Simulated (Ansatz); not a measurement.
## InSe: thickness series

Base system: InSe in the beta-GaS type structure (space group P6_3/mmc, No. 194; a = 4.0166 Å, c = 16.9326 Å; layered, stacked along the Cartesian z axis).

Free-standing slabs (4 atom(s) a layer) normal to the stacking axis with 15 Å of vacuum; in-plane cell relaxed.

Levels (all Ansatz, a quantum-chemistry and plane-wave program, PAW): r2SCAN+rVV10 (500 eV, scalar-relativistic without spin-orbit coupling); HSE06 (420 eV, scalar-relativistic without spin-orbit coupling).

Band gaps by level, all at the geometries relaxed with r2SCAN+rVV10:

```json
[
 {"case": "base", "r2SCAN+rVV10": "0.85 eV", "HSE06": "1.20 eV"},
 {"case": "1 layer", "r2SCAN+rVV10": "2.07 eV", "HSE06": "[?]"},
 {"case": "2 layers", "r2SCAN+rVV10": "1.53 eV", "HSE06": "[?]"}
]
```

Task: Some entries are withheld; estimate them.

Result: 
- 1 layer, HSE06: 2.44 eV
- 2 layers, HSE06: 1.88 eV

Single points use the geometry relaxed with r2SCAN+rVV10. HSE06 was sampled on its mesh, a few special points and the semilocal edge points, so its gap is an upper bound. No phonon test of stability was made.
